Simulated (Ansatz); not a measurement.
A computed series for WC: response to strain

Take WC (space group P-6m2, No. 187; a = 2.898 Å, c = 2.828 Å) as the base. Axes: x lies along a and z along c of the hexagonal cell.

Strains are applied to the cell and any free atomic positions relax.

Calculations: PBEsol in Ansatz (plane waves to 420 eV, PAW, spin-orbit coupling left out).

Candidates:
(a) isotropic strain −5.57 %
(b) isotropic strain −2.92 %
(c) strain tensor (xx, yy, zz, yz, xz, xy) = (+1.00, −2.23, −0.12, −0.15, −0.63, +0.37) %

Notes on the quantities. energy relative to the base: free energy F.

Order them by energy relative to the base, highest first.

(a) isotropic strain −5.57 % (+0.441 eV/atom), (b) isotropic strain −2.92 % (+111 meV/atom), (c) strain tensor (xx, yy, zz, yz, xz, xy) = (+1.00, −2.23, −0.12, −0.15, −0.63, +0.37) % (+13 meV/atom)

Without a gap, meshes like the base's 18×18×16 leave anisotropic stresses uncertain by several tenths of a GPa, and small strain energies with them. No phonon test of stability was made. All final runs are without spin polarisation.

Ansatz is an electronic-structure program.
